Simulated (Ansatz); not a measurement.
Consider LiH in the rock salt structure (space group Fm-3m, No. 225; a = 4.004 Å). Axes: x, y, z lie along the cube axes.

Method: r2SCAN (Ansatz, a program for electronic structure; PAW; 500 eV plane waves; spin-orbit coupling left out), earlier PAW set.

Strains are applied to the cell and any free atomic positions relax; under biaxial strain the out-of-plane vector relaxes too; under stress the whole cell relaxes.

One change was made to it. Results:

```json
[
 {"quantity": "energy relative to the base (free energy F)", "base": "0 meV/atom", "after": "+2.4 meV/atom"},
 {"quantity": "band gap", "base": "3.63 eV", "after": "3.66 eV"},
 {"quantity": "gap character", "base": "direct at X", "after": "direct at X"},
 {"quantity": "electron mass", "base": "0.13 mₑ along k, 0.98 mₑ across (at X)", "after": "0.13 mₑ along k, 0.98 mₑ across (at X)"}
]
```

**Question.** Which change produced these results?
A. biaxial strain +1.90 %, plane normal [001], relaxed out of plane
B. biaxial strain +1.80 %, plane normal [001], relaxed out of plane
C. isotropic strain +1.76 %
D. uniaxial stress, 5 GPa compression along x
E. strain tensor (xx, yy, zz, yz, xz, xy) = (−1.61, −1.77, +1.41, +0.62, +0.06, −0.91) %

**Answer.** C, isotropic strain +1.76 %. For comparison, the band gap in the other runs: strain tensor (xx, yy, zz, yz, xz, xy) = (−1.61, −1.77, +1.41, +0.62, +0.06, −0.91) % gives 3.24 eV; biaxial strain +1.90 %, plane normal [001], relaxed out of plane gives 3.41 eV; biaxial strain +1.80 %, plane normal [001], relaxed out of plane gives 3.42 eV; uniaxial stress, 5 GPa compression along x gives 3.03 eV.

Masses are band curvatures over ±0.01 Å⁻¹ around the edge. Along k means along the line from Γ to the band edge. Beyond what the load breaks, stability against distortions was not tested. Labels are those of the standard path for the cell's own space group.
